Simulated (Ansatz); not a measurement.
The parent structure is KZnF$_{3}$ in the cubic perovskite structure (space group Pm-3m, No. 221; a = 4.052 Å). Axes: x, y, z lie along the cube axes.

The values are results of PBEsol/PAW in Ansatz (a program for electronic structure), no SOC, not measurements.

For the base:

- Pressure = 0.01 GPa
- Volume per atom = 13.31 Å³

Now apply this change: biaxial strain −1.20 %, plane normal [001], relaxed out of plane (Cartesian); in-plane vectors clamped, the third vector and the atoms free.

### Question
Estimate the effect on the pressure and volume per atom.

### Answer
The pressure (mean of the normal stresses, compression positive) grows by 1.26 GPa, from 0.01 GPa to 1.27 GPa; the volume per atom decreases by 0.19 Å³ (13.31 Å³ → 13.12 Å³).

Stability against distortions was not tested. Many cubic perovskites are stable only at high temperature; tilts and polar distortions were not tested.
